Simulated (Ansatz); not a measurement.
Ti4AlN3 (P6₃/mmc, No. 194), treated with LDA in Ansatz (plane waves, PAW).

Run with plane-wave cutoff 520 eV, 24×24×4 k mesh (along the axes of the cell as run), Fermi–Dirac smearing 0.026 eV (set by the program), no spin polarisation, scalar-relativistic PAW data made under PBE.

Cell (relaxed at this level):

```yaml
crystal:
  lattice:
    - [2.93990, 0.00000, 0.00000]
    - [-1.46995, 2.54602, 0.00000]
    - [0.00000, 0.00000, 23.05970]
  atoms:
    - { symbol: Ti, position: [0.00000, 0.00000, 0.65407] }
    - { symbol: Ti, position: [0.00000, 0.00000, 0.15407] }
    - { symbol: Ti, position: [0.00000, 0.00000, 0.34593] }
    - { symbol: Ti, position: [0.00000, 0.00000, 0.84593] }
    - { symbol: Ti, position: [0.66667, 0.33333, 0.55376] }
    - { symbol: Ti, position: [0.33333, 0.66667, 0.05376] }
    - { symbol: Ti, position: [0.33333, 0.66667, 0.44624] }
    - { symbol: Ti, position: [0.66667, 0.33333, 0.94624] }
    - { symbol: Al, position: [0.66667, 0.33333, 0.75000] }
    - { symbol: Al, position: [0.33333, 0.66667, 0.25000] }
    - { symbol: N, position: [0.00000, 0.00000, 0.50000] }
    - { symbol: N, position: [0.00000, 0.00000, 0.00000] }
    - { symbol: N, position: [0.66667, 0.33333, 0.10560] }
    - { symbol: N, position: [0.33333, 0.66667, 0.60560] }
    - { symbol: N, position: [0.33333, 0.66667, 0.89440] }
    - { symbol: N, position: [0.66667, 0.33333, 0.39440] }
```

Q: What does this level give for the Voigt–Reuss–Hill bulk modulus, polycrystal shear modulus (Hill average), Young modulus and Poisson ratio?

A: 
Voigt–Reuss–Hill bulk modulus: 224 GPa
polycrystal shear modulus (Hill average): 167 GPa
Young modulus: 401 GPa
Poisson ratio: 0.201

Elastic constants are with the ions relaxed.

Ansatz is a quantum-chemistry and plane-wave program.
